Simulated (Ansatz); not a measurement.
A self-consistent single point of Sn (Immm, 1 atom in the cell) with Ansatz (an electronic-structure program)

Level of theory: LDA (PW92), default PAW files made with PBE (plane waves; Ansatz).

Input:

Ansatz 0.2 input:
```yaml
crystal:
  lattice:
    - [-1.69629400, 1.96052400, 2.11419400]
    - [1.69629400, -1.96052400, 2.11419400]
    - [1.69629400, 1.96052400, -2.11419400]
  atoms:
    - { symbol: Sn, position: [0.00000000, 0.00000000, 0.00000000] }
basis:
  ecutwfc: 420.0
kpoints:
  mp_grid: { grid: [13, 13, 13] }
hamiltonian:
  xc: lda
  pseudopotentials: { kind: paw }
scf:
  occupations: { method: fermi_dirac, width: 0.1 }
output:
  forces: true
  eigenvalues: true
  stress: true
```

The program printed (abridged):

```
WARN ansatz: RAYON_NUM_THREADS=1 ignored (pool sized by the plan → 1); use --threads N
Pseudopotentials: kind: paw
Pseudopotential: Sn, paw, valence charge 14
Crystal: 1 atoms, lattice volume = 28.124 Å³
Basis set: ecut = 420 eV, 553 PW (Γ)
Bands: 11, of which v1, the nominal top of the filled ones, is band 7 counted from 1 (6 counted from 0)
Symmetry: 8 space group operations
Space group: Immm (ITA 71), of the structure as read, at distance tolerance 3.0e-5 Å
k-points: 343 of 2197
PAW frozen core: Sn, regenerated for the run's functional, and the local potential with it
Initial density: superposition of atomic densities (neutral atoms: chi_scale 0, normalization atom), corrected by the library's trained network
Initial wavefunctions: pseudopotential atomic-orbital guess
Eigensolver: davidson
Functional: x = slater, c = lda
SCF iter   1: F=—  HF=-5879.468787 eV  |F-HF|=—  |Δ(HF+E_count)|=         —  Δρ=6.63e-3  dr2=5.69e-3  ethr=1.77e-3  ⟨swp⟩=5.0  Hψ=22184  notcnv=0
all-band conjugate gradients solve this SCF's bands
preconditioner: auto → none
SCF iter   2: F=—  HF=-5879.466286 eV  |F-HF|=—  |Δ(HF+E_count)|=   2.50e-3  Δρ=3.56e-3  dr2=1.77e-3  ethr=4.07e-5  ⟨swp⟩=1.4  Hψ=6651  notcnv=0
SCF iter   3: F=—  HF=-5879.465653 eV  |F-HF|=—  |Δ(HF+E_count)|=   6.33e-4  Δρ=2.51e-4  dr2=1.71e-5  ethr=1.26e-5  ⟨swp⟩=2.4  Hψ=5945  notcnv=0
SCF iter   4: F=—  HF=-5879.465652 eV  |F-HF|=—  |Δ(HF+E_count)|=   1.06e-6  Δρ=2.39e-4  dr2=1.26e-5  ethr=1.22e-7  ⟨swp⟩=2.0  Hψ=6156  notcnv=0
SCF iter   5: F=—  HF=-5879.465644 eV  |F-HF|=—  |Δ(HF+E_count)|=   8.04e-6  Δρ=8.27e-5  dr2=1.55e-6  ethr=9.01e-8  ⟨swp⟩=2.6  Hψ=6642  notcnv=0
SCF iter   6: F=—  HF=-5879.465643 eV  |F-HF|=—  |Δ(HF+E_count)|=   1.08e-6  Δρ=2.33e-5  dr2=1.20e-7  ethr=1.11e-8  ⟨swp⟩=2.0  Hψ=5866  notcnv=0
SCF iter   7: F=-5879.465643 eV  HF=-5879.465643 eV  |F-HF|=9.30e-10  |Δ(HF+E_count)|=   8.98e-8  Δρ=1.76e-6  dr2=6.03e-10  ethr=7.14e-10  ⟨swp⟩=5.6  Hψ=17297  notcnv=0
SCF 1 converged in 7 iterations: F = -5879.465643 eV  dr2 = 6.03e-10
SCF converged after 7 iterations
Free energy (F): -5879.465643 eV
Harris-Foulkes:  -5879.465643 eV  (|F-HF|=9.30e-10)
Internal energy: -5879.446523 eV  (E = F + TS)
E sigma→0 (E₀):  -5879.456083 eV
Entropy (-TS):   -0.019120 eV (-19.120 meV/atom)
Fermi energy:    10.044277 eV
--- Per-component energies (eV) ---
  E_band       = -91.204649
  E_kinetic    = 186.750326
  E_local      = -855.739880  (includes V_loc(G=0)·N_el)
  E_nonlocal   = -28.431040
  E_hartree    = 528.526718
  E_xc         = -379.230266
  E_vxc        = -98.716364  (∫ρ·V_xc dr)
  E_paw        = -3993.002878  (= ΣΔE_a)
  E_vpaw       = -352.122155  (= ΣTr[D̂ρ^β])
  E_aug_tail   = -0.000000  (compensation charges beyond the density's cutoff)
  E_ewald      = -1338.744399
  E_core_change = 0.424898  (= ΣΔE_core)
  E_smearing   = -0.019120  (= −TS)
  E_closure    = 0.000000  (closes the sum)
  Σ components = -5879.465643   (vs F -5879.465643, Δ=0.00e0)
--- Forces (eV/Å), atoms counted from 1 ---
  atom   1  Sn     0.00000000     0.00000000     0.00000000
  max |Σ_I F_I| component: 0.00e0 eV/Å
--- Stress (GPa, compression-positive) ---
       -4.008687      -0.000000       0.000000
       -0.000000      -3.944391       0.000000
        0.000000       0.000000      -4.629938
  P = ⅓ Tr σ = -4.1943 GPa (-41.943 kbar)
  The stress holds the Pulay correction. Without it, at fixed plane waves, as pw.x and ABINIT print it: P = -4.2211 GPa
--- Band table (eV; the first three rows and the last of 343) ---
  k-point 0: bands = ["-11.4253", "-11.3701", "-11.3555", "-11.3452", "-11.2545", "-0.8787", "16.5837", "16.7286", "18.5981", "20.4372", "21.5058"]
  k-point 1: bands = ["-11.4204", "-11.3674", "-11.3555", "-11.3393", "-11.2569", "-0.7391", "16.1747", "16.2348", "17.8205", "20.5176", "21.4240"]
  k-point 2: bands = ["-11.4168", "-11.3578", "-11.3497", "-11.3218", "-11.2627", "-0.3202", "15.0009", "15.2720", "16.2487", "19.4900", "19.8204"]
  k-point 342: bands = ["-11.4418", "-11.3981", "-11.2357", "-11.2244", "-11.2025", "6.3684", "8.1258", "9.2743", "11.3650", "13.4564", "16.8035"]
```

The run converged in 7 iterations.

The starting cell comes from a database of computed structures (which also holds hypothetical and non-ambient phases and stackings), without a prior relaxation at this level. Its lattice was rescaled by up to half a per cent. With a pressure of about -4 GPa the cell is away from its equilibrium volume at this level. Ansatz's pressure includes its estimate of the finite-basis (Pulay) stress.
